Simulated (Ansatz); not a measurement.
# Pressure series in Ir

Base system: Ir in the fcc (Cu type) structure (space group Fm-3m, No. 225; a = 3.8705 Å).

Cell and atoms are relaxed at each pressure.

Levels (all Ansatz, a first-principles code, PAW, earlier PAW set): PBE (420 eV, no SOC); r2SCAN (500 eV, no spin-orbit coupling).

The base cell above is that of PBE; each level relaxes its own structures.

```csv
case,"lattice parameter a, PBE","lattice parameter a, r2SCAN"
pressure −2 GPa,387.8 pm,385.2 pm
pressure −1 GPa,387.4 pm,384.8 pm
pressure 0.9 GPa,386.7 pm,384.2 pm
pressure 2.1 GPa,386.3 pm,383.8 pm
pressure 4.5 GPa,385.4 pm,383.0 pm
pressure 9 GPa,383.9 pm,381.6 pm
pressure 15 GPa,382.0 pm,379.9 pm
pressure 22.5 GPa,379.9 pm,377.9 pm
pressure 30 GPa,377.9 pm,376.0 pm
```

PBE lies above r2SCAN in every row, by 1.9 pm to 2.6 pm. They put the cases in the same order.

Load acts through the strain it causes; cell and atoms are relaxed under it. Stability against distortions was not tested. No other phases were tried under pressure. The final runs are not spin-polarised.
